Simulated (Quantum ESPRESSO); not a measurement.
Worked example: self-consistent single point of Zr4O (R-3, 15 atoms in the cell) in Quantum ESPRESSO.

Computed with PBEsol, GBRV 1.5 ultrasoft (PBESOL) pseudopotentials (plane waves; Quantum ESPRESSO).

```
Zr4O
1.0
    2.82545     1.63127    10.37528
   -2.82545     1.63127    10.37528
    0.00000    -3.26254    10.37528
Zr O
12 3
Direct
  0.62238   0.96294   0.29183
  0.37762   0.03706   0.70817
  0.29183   0.62238   0.96294
  0.70817   0.37762   0.03706
  0.96294   0.29183   0.62238
  0.03706   0.70817   0.37762
  0.12378   0.46767   0.78449
  0.87622   0.53233   0.21551
  0.78449   0.12378   0.46767
  0.21551   0.87622   0.53233
  0.46767   0.78449   0.12378
  0.53233   0.21551   0.87622
  0.50000   0.50000   0.50000
  0.25006   0.25006   0.25006
  0.74994   0.74994   0.74994
```

Reference input (self-consistent single point, DFT, PBEsol, plane waves, GBRV 1.5 ultrasoft (PBESOL) pseudopotentials): ecutwfc = 40 Ry; ecutrho = 320 Ry; occupations = smearing; smearing = mp; degauss = 0.0036749 Ry; potentials = {Zr: zr_pbesol_v1.uspp.F.UPF, O: o_pbesol_v1.2.uspp.F.UPF}; K_POINTS = automatic 4 4 4 0 0 0; conv_thr = 1e-09 Ry; mixing_beta = 0.4. This run's input differs from it in these lines:

```diff
@@ -15,4 +15,4 @@
     occupations = 'smearing'
-    smearing = 'mp'
-    degauss = 0.0036749
+    smearing = 'gauss'
+    degauss = 0.02205
 /
```

Log, with long lists cut:

```
     Self-consistent Calculation

     iteration #  1     ecut=    40.00 Ry     beta= 0.40

     Threshold (ethr) on eigenvalues was too large:
     Diagonalizing with lowered threshold

     negative rho (up, down):  7.301E-01 0.000E+00

     total energy              =   -1286.85210933 Ry
     estimated scf accuracy    <       1.04639121 Ry

     iteration #  2     ecut=    40.00 Ry     beta= 0.40

     negative rho (up, down):  7.341E-01 0.000E+00

     total energy              =   -1287.07329216 Ry
     estimated scf accuracy    <       0.32211945 Ry

     iteration #  3     ecut=    40.00 Ry     beta= 0.40

     negative rho (up, down):  7.356E-01 0.000E+00

     total energy              =   -1287.09735506 Ry
     estimated scf accuracy    <       0.19406659 Ry

   [... 8 blocks of this kind left out ...]

     iteration # 12     ecut=    40.00 Ry     beta= 0.40

     negative rho (up, down):  7.438E-01 0.000E+00

     total energy              =   -1287.12813783 Ry
     estimated scf accuracy    <          1.8E-09 Ry

     iteration # 13     ecut=    40.00 Ry     beta= 0.40

     negative rho (up, down):  7.438E-01 0.000E+00
     End of self-consistent calculation

     the Fermi energy is    14.4811 ev

!    total energy              =   -1287.12813783 Ry
     estimated scf accuracy    <          4.5E-10 Ry
     smearing contrib. (-TS)   =      -0.03091427 Ry
     internal energy E=F+TS    =   -1287.09722356 Ry

     convergence has been achieved in  13 iterations

     negative rho (up, down):  7.438E-01 0.000E+00

     Forces acting on atoms (cartesian axes, Ry/au):

     atom    1 type  1   force =    -0.00249309    0.00024717   -0.00296642
     atom    2 type  1   force =     0.00249309   -0.00024717    0.00296642
     atom    3 type  1   force =     0.00103249   -0.00228267   -0.00296642
     atom    4 type  1   force =    -0.00103249    0.00228267    0.00296642
     atom    5 type  1   force =     0.00146060    0.00203550   -0.00296642
   [... lines left out ...]
     Total force =     0.013296     Total SCF correction =     0.000081
   [... lines left out ...]

     negative rho (up, down):  7.438E-01 0.000E+00
          total   stress  (Ry/bohr**3)                   (kbar)     P=      -42.54
  -0.00029969   0.00000000  -0.00000000          -44.09        0.00       -0.00
   0.00000000  -0.00029969  -0.00000000            0.00      -44.09       -0.00
  -0.00000000  -0.00000000  -0.00026817           -0.00       -0.00      -39.45

   JOB DONE.
```

The run converged in 13 iterations. Against the reference run the free energy goes down by 12.3 meV/atom, the pressure hardly changes (-4.32 to -4.25 GPa) and the largest force goes from 0.105 to 0.100 eV/Å.

The starting cell comes from a database of computed structures (which also holds hypothetical and non-ambient phases and stackings), without a prior relaxation at this level. With a pressure of about -4 GPa the cell is away from its equilibrium volume at this level.

Cost on one core of a shared machine: roughly 10 min.
